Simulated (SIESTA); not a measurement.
# A self-consistent single point of La3SnC (Pm-3m, 5 atoms in the cell) with SIESTA

Method: SIESTA with GGA PBEsol, numerical atomic orbitals DZP, PseudoDojo PBEsol standard norm-conserving potentials (rewritten from UPF to PSML).

Input as run:

```
# files in the folder: La.psml Sn.psml C.psml (PseudoDojo PBEsol standard)
SystemName  La3SnC
SystemLabel la3snc

NumberOfAtoms                5
NumberOfSpecies              3
%block ChemicalSpeciesLabel
  1 57 La
  2 50 Sn
  3 6 C
%endblock ChemicalSpeciesLabel
LatticeConstant              1.0 Ang
%block LatticeVectors
     5.108064000    0.000000000    0.000000000
     0.000000000    5.108064000    0.000000000
     0.000000000    0.000000000    5.108064000
%endblock LatticeVectors
AtomicCoordinatesFormat      Fractional
%block AtomicCoordinatesAndAtomicSpecies
     0.500000000    0.000000000    0.000000000  1
     0.000000000    0.500000000    0.000000000  1
     0.000000000    0.000000000    0.500000000  1
     0.500000000    0.500000000    0.500000000  2
     0.000000000    0.000000000    0.000000000  3
%endblock AtomicCoordinatesAndAtomicSpecies

XC.functional                GGA
XC.authors                   PBEsol
PAO.BasisSize                DZP
PAO.EnergyShift              0.01 Ry
MeshCutoff                   350 Ry
%block kgrid.MonkhorstPack
    7   0   0  0.0
    0   7   0  0.0
    0   0   7  0.0
%endblock kgrid.MonkhorstPack
OccupationFunction           MP
OccupationMPOrder            0
ElectronicTemperature        3156.43 K

MaxSCFIterations             150
SCF.Mixer.Method             Pulay
SCF.Mixer.Weight             0.2
SCF.Mixer.History            8
SCF.DM.Tolerance             1.0E-04
Diag.ParallelOverK           true
WriteForces                  true
Charge.Mulliken              end
```

Output (repeated stretches shortened):

```
reinit: Reading from file input.fdf

reinit: System Name: La3SnC
reinit: System Label: la3snc

coor:   Atomic-coordinates input format  =     Fractional

siesta: Atomic coordinates (Bohr) and species
siesta:      4.82642   0.00000   0.00000  1        1
siesta:      0.00000   4.82642   0.00000  1        2
siesta:      0.00000   0.00000   4.82642  1        3
siesta:      4.82642   4.82642   4.82642  2        4
siesta:      0.00000   0.00000   0.00000  3        5

siesta: System type = bulk

initatomlists: Number of atoms, orbitals, and projectors:      5    88   136

siesta: ******************** Simulation parameters ****************************
redata: Spin configuration                          = none
redata: Time-Reversal Symmetry                      = T
redata: Number of Atomic Species                    =        3
redata: Mesh Cutoff                                 =   350.0000 Ry
redata: Net charge of the system                    =     0.0000 |e|
redata: Min. number of SCF Iter                     =        0
redata: Max. number of SCF Iter                     =      150
redata: SCF convergence failure will abort job
redata: SCF mix quantity                            = Hamiltonian
redata: Mix DM or H after convergence               =   F
redata: Recompute H after scf cycle                 =   F
redata: Mix DM in first SCF step                    =   T
redata: No kicks to SCF
redata: DM Mixing Weight for Kicks                  =     0.5000
redata: Require Harris convergence for SCF          =   F
redata: Harris energy tolerance for SCF             =     0.000100 eV
redata: Require DM convergence for SCF              =   T
redata: DM tolerance for SCF                        =     0.000100
redata: Require EDM convergence for SCF             =   F
redata: EDM tolerance for SCF                       =     0.001000 eV
redata: Require H convergence for SCF               =   T
   [... lines left out ...]
diag: Used triangular part                          = Lower
diag: Absolute tolerance                            =  0.100E-15
diag: Orthogonalization factor                      =  0.100E-05
diag: Memory factor                                 =  1.0000

superc: Internal auxiliary supercell:     5 x     5 x     5  =     125
superc: Number of atoms, orbitals, and projectors:    625  11000  17000

                        Single-point calculation

superc: Internal auxiliary supercell:     5 x     5 x     5  =     125
superc: Number of atoms, orbitals, and projectors:    625  11000  17000

outcell: Unit cell vectors (Ang):
        5.108064    0.000000    0.000000
        0.000000    5.108064    0.000000
        0.000000    0.000000    5.108064

outcell: Cell vector modules (Ang)   :    5.108064    5.108064    5.108064
outcell: Cell angles (23,13,12) (deg):     90.0000     90.0000     90.0000
outcell: Cell volume (Ang**3)        :    133.2812
new_DM -- step:     1
Initializing Density Matrix...

Attempting to read DM from file... Failed...
DM filled with atomic data:

InitMesh: MESH = 60 x 60 x 60 = 216000
InitMesh: Mesh cutoff (required, used) =   350.000   381.322 Ry

stepf: Methfessel-Paxton step function
       Using Hermite-Gauss polynomials of order  0
        iscf     Eharris(eV)        E_KS(eV)     FreeEng(eV)     dDmax    Ef(eV) dHmax(eV)
   scf:    1    -5113.523488    -5156.657656    -5156.721145  1.662959 -5.174470 17.971419
   scf:    2    -5171.544766    -5168.503026    -5168.599635  0.447328 -4.973295  2.010497
   scf:    3    -5168.700951    -5168.615474    -5168.717809  0.057733 -4.989428  1.344309
   scf:    4    -5168.767483    -5168.711702    -5168.811325  0.079685 -5.090179  0.493422
   scf:    5    -5168.633700    -5168.695415    -5168.803239  0.047051 -5.057430  0.686347
   scf:    6    -5168.706402    -5168.716810    -5168.817985  0.036129 -5.081286  0.306973
   scf:    7    -5168.716436    -5168.718102    -5168.821625  0.013268 -5.072109  0.024220
   scf:    8    -5168.717135    -5168.717662    -5168.821553  0.002388 -5.070492  0.046554
   scf:    9    -5168.718536    -5168.718140    -5168.821638  0.002213 -5.071760  0.003574
   scf:   10    -5168.718033    -5168.718088    -5168.821638  0.000283 -5.071566  0.003664
   scf:   11    -5168.718131    -5168.718110    -5168.821639  0.000122 -5.071655  0.000669
   scf:   12    -5168.718117    -5168.718113    -5168.821639  0.000020 -5.071667  0.000213
SCF Convergence by DM+H criterion
max |DM_out - DM_in|         :     0.0000197288
max |H_out - H_in|      (eV) :     0.0002127669
SCF cycle converged after 12 iterations

Using DM_out to compute the final energy and forces

siesta: E_KS(eV) =            -5168.7181

siesta: E_KS - E_eggbox =     -5168.7181

siesta: Atomic forces (eV/Ang):
     1    0.000000    0.000000   -0.000000
     2   -0.000000   -0.000000   -0.000000
     3   -0.000000    0.000000   -0.000000
     4   -0.000000   -0.000000    0.000000
     5   -0.000000   -0.000000    0.000000
   Tot   -0.000000    0.000000   -0.000000
   Max    0.000000
   Res    0.000000    sqrt( Sum f_i^2 / 3N )
   Max    0.000000    constrained

Stress tensor Voigt[x,y,z,yz,xz,xy] (kbar):      -41.82      -41.82      -41.82       -0.00        0.00        0.00
(Free)E + p*V (eV/cell)    -5165.3424
Target enthalpy (eV/cell)    -5168.8216

siesta: Program's energy decomposition (eV):
siesta: Ebs     =     -1014.097251
siesta: Eions   =      6258.746547
siesta: Ena     =      1070.268021
siesta: Ekin    =      2033.717469
siesta: Enl     =      -721.734191
siesta: Eso     =         0.000000
siesta: Edftu   =         0.000000
siesta: DEna    =        37.347497
siesta: DUscf   =         1.759029
siesta: DUext   =         0.000000
siesta: Ex      =     -1225.427017
siesta: Ec      =      -105.902374
siesta: Exc     =     -1331.329391
siesta: Eharris =     -5168.718117
siesta: Etot    =     -5168.718113
siesta: FreeEng =     -5168.821639

siesta: Stress tensor (static) (eV/Ang**3):
siesta:    -0.026104    0.000000   -0.000000
siesta:     0.000000   -0.026104   -0.000000
siesta:     0.000000   -0.000000   -0.026104

siesta: Cell volume =        133.281229 Ang**3

siesta: Pressure (static):
siesta:                Solid            Molecule  Units
siesta:           0.00028431          0.00028431  Ry/Bohr**3
siesta:           0.02610426          0.02610426  eV/Ang**3
siesta:          41.82362904         41.82362904  kBar

mulliken: Atomic and Orbital Populations:

Species: La
Atom  Qatom  Qorb
               5s      6s      6s      5py     5pz     5px     6py     6pz
   [... lines left out ...]

             -0.010   0.007  -0.022
   2 10.497   1.789   0.369   0.098   1.854   1.870   1.870   0.216   0.247
              0.247   0.400   0.400   0.322   0.439   0.426   0.007   0.007

             -0.010  -0.034  -0.022
   3 10.497   1.789   0.369   0.098   1.870   1.854   1.870   0.247   0.216
              0.247   0.439   0.400   0.478   0.400   0.270  -0.034   0.007

             -0.028   0.007  -0.004

Species: Sn
Atom  Qatom  Qorb
               5s      5s      5py     5pz     5px     5py     5pz     5px
               4dxy    4dyz    4dz2    4dxz    4dx2-y2 5dxy    5dyz    5dz2
               5dxz    5dx2-y2
   4 14.718   1.328   0.130   0.937   0.937   0.937  -0.000  -0.000  -0.000
              2.003   2.003   2.003   2.003   2.003   0.078   0.078   0.100

              0.078   0.100

Species: C
Atom  Qatom  Qorb
               2s      2s      2py     2pz     2px     2py     2pz     2px
               3Pdxy   3Pdyz   3Pdz2   3Pdxz   3Pdx2-y2
   5  4.792   1.640  -0.060   1.102   1.102   1.102  -0.064  -0.064  -0.064
              0.017   0.017   0.024   0.017   0.024

mulliken: Qtot =       51.000

Mulliken Atomic Populations:
Atom #   charge [q] valence [e]  Species
     1     0.503356   10.496644  La
     2     0.503356   10.496644  La
     3     0.503355   10.496645  La
     4    -0.717593   14.717593  Sn
     5    -0.792473    4.792473  C
 Total    -0.000000
```

The run converged in 12 iterations.

The starting cell comes from a database of computed structures (which also holds hypothetical and non-ambient phases and stackings), without a prior relaxation at this level. Its lattice was rescaled by a random factor within 2.5 % of one. Values carry the incompleteness of an atom-centred basis. With a pressure of about 4 GPa the cell is away from its equilibrium volume at this level.

Cost on one core of a shared machine: roughly 60 s.
